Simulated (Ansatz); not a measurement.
Results of HSE06 (PAW; Ansatz, an electronic-structure program) for GaN (I4mm, No. 107, 2 atoms in the cell; start mp-2646978; a measured phase of this formula has another space group).

Settings: plane-wave cutoff 460 eV, 12×12×12 k mesh, Fermi–Dirac smearing 0.01 eV, scalar-relativistic PAW data made under PBE.

Cell (relaxed with PBEsol):

```xyz
2
Lattice="-1.4274 1.4274 2.4678 1.4274 -1.4274 2.4678 1.4274 1.4274 -2.4678" Properties=species:S:1:pos:R:3 pbc="T T T"
Ga     0.0000     0.0000     3.7322
N      0.0000     0.0000     1.7709
```

Task: Estimate the band gap and smallest direct gap on the k points sampled that the calculation returns.

Result: 
band gap: 1.44 eV (indirect)
smallest direct gap on the k points sampled: 3.23 eV

Note: cell and atoms aren't relaxed at this level (pressure -1.2 GPa).

Spin–orbit coupling is not included.

The computed numbers hold no vibrational or temperature effects.

A start named mp-… is a Materials Project structure, which need not be a measured phase.
